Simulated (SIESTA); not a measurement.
Checking a run of SIESTA on Rb₃Mg (I4/mmm, 4 atoms in the cell). The aim is a self-consistent single point with DFT, GGA PBEsol, numerical atomic orbitals TZP, PseudoDojo PBEsol standard norm-conserving potentials (rewritten from UPF to PSML).

Cell that was meant: a = 7.6887 Å, b = 7.6887 Å, c = 7.6887 Å, α = 130.36°, β = 130.36°, γ = 72.83°.

Part of the input:

```
PAO.BasisSize                TZP
PAO.EnergyShift              0.005 Ry
MeshCutoff                   400 Ry
OccupationFunction           FD
ElectronicTemperature        0.1 eV

MaxSCFIterations             150
```

Output, abridged:

```
reinit: Reading from file input.fdf

reinit: System Name: Rb3Mg
reinit: System Label: siesta

   [... lines left out ...]
Gamma-point calculation with interaction between periodic images
Gamma-point calculation with interaction between periodic images
Some features might not work optimally:
Some features might not work optimally:
e.g. DM initialization from atomic data
e.g. DM initialization from atomic data
new_DM -- step:     1
Initializing Density Matrix...

Attempting to read DM from file... Failed...
DM filled with atomic data:

InitMesh: MESH = 80 x 80 x 64 = 409600
InitMesh: Mesh cutoff (required, used) =   400.000   404.210 Ry

stepf: Fermi-Dirac step function
        iscf     Eharris(eV)        E_KS(eV)     FreeEng(eV)     dDmax    Ef(eV) dHmax(eV)
   scf:    1    -3803.238355    -3816.321518    -3816.542062  5.880526 -1.876229  2.453219
   scf:    2    -3816.652665    -3816.506198    -3816.771459  1.043891 -1.865459  1.447894
   scf:    3    -3816.577533    -3816.567163    -3816.856747  1.082068 -1.900641  0.367786
   scf:    4    -3816.602956    -3816.588963    -3816.865989  0.269053 -1.904639  0.081824
   scf:    5    -3816.583297    -3816.586375    -3816.866676  0.075182 -1.905224  0.022241
   scf:    6    -3816.587213    -3816.586797    -3816.866709  0.022789 -1.906889  0.005162
   scf:    7    -3816.586861    -3816.586829    -3816.866709  0.001863 -1.906883  0.001630
   scf:    8    -3816.586799    -3816.586814    -3816.866710  0.001140 -1.907134  0.000140
   scf:    9    -3816.586812    -3816.586813    -3816.866710  0.000079 -1.907142  0.000076
SCF Convergence by DM+H criterion
max |DM_out - DM_in|         :     0.0000788889
max |H_out - H_in|      (eV) :     0.0000756522
SCF cycle converged after 9 iterations

Using DM_out to compute the final energy and forces

siesta: E_KS(eV) =            -3816.5868

siesta: E_KS - E_eggbox =     -3816.5868

siesta: Atomic forces (eV/Ang):
     1   -0.000000   -0.000000    0.000000
     2    0.000073   -0.000073    0.000000
     3   -0.000073    0.000073   -0.000000
     4    0.000000    0.000000    0.000000
   Tot   -0.000000   -0.000000    0.000000
   Max    0.000073
   Res    0.000042    sqrt( Sum f_i^2 / 3N )
   Max    0.000073    constrained

Stress tensor Voigt[x,y,z,yz,xz,xy] (kbar):        2.19        2.19      -45.91        0.13        0.13       -0.02
   [... lines left out ...]
siesta: FreeEng =     -3816.866710
siesta: Cell volume =        257.780299 Ang**3
siesta:          13.84203453         13.84300523  kBar
   [... lines left out ...]
               3pz     3px
   4 10.291   2.000   2.116  -0.824   0.451   2.006   2.006   2.006   0.139
              0.252   0.139

mulliken: Qtot =       37.000

Mulliken Atomic Populations:
Atom #   charge [q] valence [e]  Species
     1     0.382196    8.617804  Rb
     2    -0.045488    9.045488  Rb
     3    -0.045488    9.045488  Rb
     4    -0.291219   10.291219  Mg
 Total     0.000000
```

Task: Is this run sound? If not, what is wrong?

Result: The run is not sound. The fault is a single k-point for a small cell. The zone centre alone samples the bands of a small cell poorly; it suits large supercells. To fix it, use a k-point mesh or a larger supercell. The run converged in 9 iterations without an error; against the sound input the free energy rises by 536 meV/atom and the pressure goes from 0.06 to 1.38 GPa.

An input that runs soundly differs in these lines (not the only fix; some lines may just follow from the change or write a value another way):
```diff
+%block kgrid.MonkhorstPack
+    7   0   0  0.0
+    0   7   0  0.0
+    0   0   7  0.0
+%endblock kgrid.MonkhorstPack
```

With that input, the run converged in 8 iterations: free energy E − TS -3819.0127 eV; Fermi level (on the code's own zero) -2.90 eV; pressure 0.06 GPa (DFT, GGA PBEsol, numerical atomic orbitals TZP, PseudoDojo PBEsol standard norm-conserving potentials (rewritten from UPF to PSML)).

On the sound input: the starting cell comes from a database of computed structures (which also holds hypothetical and non-ambient phases and stackings), without a prior relaxation at this level. Values carry the incompleteness of an atom-centred basis.
